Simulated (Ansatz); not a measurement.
Data:

```
Pt
1.0
   -0.06267     1.97076     1.97076
    1.97076    -0.06267     1.97076
    1.90809     1.90809     0.00000
Pt
1
Direct
  0.00000   0.00000   0.00000
```

No spin polarisation.

All numbers come from r2SCAN (Ansatz, a program for electronic structure, PAW, without spin-orbit coupling), earlier PAW set. Γ-centred 29×29×29 mesh, Fermi–Dirac width 0.1 eV.

**Question.** Predict the stress and band gap.

**Answer.** 
- Stress (xx, yy, zz, yz, xz, xy; compression positive) = (2.3, 2.3, -1.2, 0.0, 0.0, 5.0) GPa
- Band gap = zero

The cells carry an imposed strain or load. No phonon test of stability was made. All final runs are without spin polarisation. The cell was made from Pt in the fcc (Cu type) structure (space group Fm-3m, No. 225) by this change: tensor shear ε_xy = −3.18 %.
